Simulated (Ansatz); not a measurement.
Start from MgO in the rock salt structure (space group Fm-3m, No. 225; a = 4.214 Å). Axes: x, y, z lie along the cube axes.

Perturbation: biaxial strain +4.14 %, plane normal [001], relaxed out of plane (Cartesian); in-plane vectors clamped, the third vector and the atoms free.

Levels (all Ansatz, a quantum-chemistry and plane-wave program, PAW): PBEsol (420 eV, without spin-orbit coupling); r2SCAN (500 eV, no spin-orbit coupling); HSE06 (420 eV, no spin-orbit coupling).

One geometry, relaxed with PBEsol, under each level:

```csv
level,band gap,lowest conduction level above the VBM at special points,electron mass,pressure
PBEsol,4.02 eV,Γ 4.02 eV; N 7.32 eV; M 8.42 eV; X 9.09 eV,"0.35 mₑ out of plane, 0.31 mₑ in plane (at Γ)",-6.95 GPa
r2SCAN,4.98 eV,Γ 4.98 eV; N 8.36 eV; M 9.48 eV; X 10.16 eV,"0.38 mₑ out of plane, 0.33 mₑ in plane (at Γ)",-8.29 GPa
HSE06,5.78 eV,Γ 5.78 eV; N 9.20 eV; M 10.26 eV,–,–
```

Single points use the geometry relaxed with PBEsol. Their cutoffs differ, which shifts pressures a little. Masses are band curvatures over ±0.01 Å⁻¹ around the edge. Whether these cells are dynamically stable was not tested. k-point labels follow each cell's own Brillouin zone.
